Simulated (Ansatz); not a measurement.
Here is the system:

```xyz
5
Lattice="3.9150 0.0000 0.0000 0.0000 3.9150 0.0000 0.0000 0.0000 3.9150" Properties=species:S:1:pos:R:3 pbc="T T T"
K      1.9575     1.9575     1.9575
Ta     0.0000     0.0000     0.0000
O      0.0000     1.9575     0.0000
O      1.9575     0.0000     0.0000
O      0.0000     0.0000     1.9575
```

The cell is strained (all lengths scaled by 0.98); by r2SCAN it stands under a pressure of 13.5 GPa.

Transport runs along the normal of the first two printed cell vectors, the (001) plane of the conventional cell.

No gap correction and no spin-orbit coupling; mid-gap is the computed energy nearest the middle.

Question: State the band gap and the smallest decay constant κ at mid-gap according to r2SCAN in Ansatz (an electronic-structure program).

Answer: Gap 2.77 eV on a 8×8×8 mesh; κ = 0.264 1/Å, at the zone centre.
